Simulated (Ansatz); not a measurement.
**Effective masses and thermopower of Ge under load (space group I4_1/amd)**

Input:

```yaml
crystal:
  lattice:
    - [0.00000, 2.77889, 2.88214]
    - [2.77889, 0.00000, 2.88214]
    - [2.77889, 2.77889, 0.00000]
  atoms:
    - { symbol: Ge, position: [0.00000, 0.00000, 0.00000] }
    - { symbol: Ge, position: [0.25000, 0.25000, 0.25000] }
```

Method: r2SCAN with spin-orbit coupling, rigid bands (plane waves, PAW; Ansatz, a quantum-chemistry and plane-wave program). Condition of this run: biaxial stress in (001) of 2.8 GPa (compression positive) (the target of the relaxation). Geometry: cell and atoms relaxed with PBEsol, then loaded as said.

The band gap is 0.30 eV. The electron conductivity mass (300 K, dilute) is 0.131 (x), 0.131 (y), 0.117 (z) mₑ and the effective density of states N_c (300 K) comes out as 1.1e19 cm⁻³. The density-of-states mass, electrons is 0.59 mₑ and the Seebeck coefficient, n-type 1e19 cm⁻³, 300 K is -230 μV/K. The best n-type power factor at 300 K for τ = 10 fs (best axis; densities from 1e16 to 1e21 cm⁻³ tried, whether or not they can be reached) is 21 μW/(cm·K²) at 3e20 cm⁻³.

Rigid bands; masses and Seebeck coefficients take one relaxation time τ for all states and one kind of carrier; polarons and phonon drag are left out. Geometry: cell and atoms relaxed with PBEsol.
